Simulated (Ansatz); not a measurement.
Consider BP in the zinc blende structure (space group F-43m, No. 216; a = 4.520 Å). Axes: x, y, z lie along the cube axes.

All numbers come from Kohn–Sham DFT with the PBEsol functional, run in Ansatz (a first-principles code) with PAW and 420 eV plane waves, spin-orbit coupling left out.

Strains are applied to the cell and any free atomic positions relax.

One change was made to it. Results:

```tsv
quantity	base	after
energy relative to the base (free energy F)	0 meV/atom	+0.9 meV/atom
smallest direct gap	3.38 eV	3.23 eV
band gap	1.11 eV	1.06 eV
```

Problem. Name the change that was made.
A) tensor shear ε_xy = +1.14 %
B) tensor shear ε_xy = +0.57 %
C) tensor shear ε_xy = +0.86 %

Solution. B, tensor shear ε_xy = +0.57 %. For comparison, the band gap in the other runs: tensor shear ε_xy = +1.14 % gives 0.94 eV; tensor shear ε_xy = +0.86 % gives 1.00 eV.

Stability against distortions was not tested.
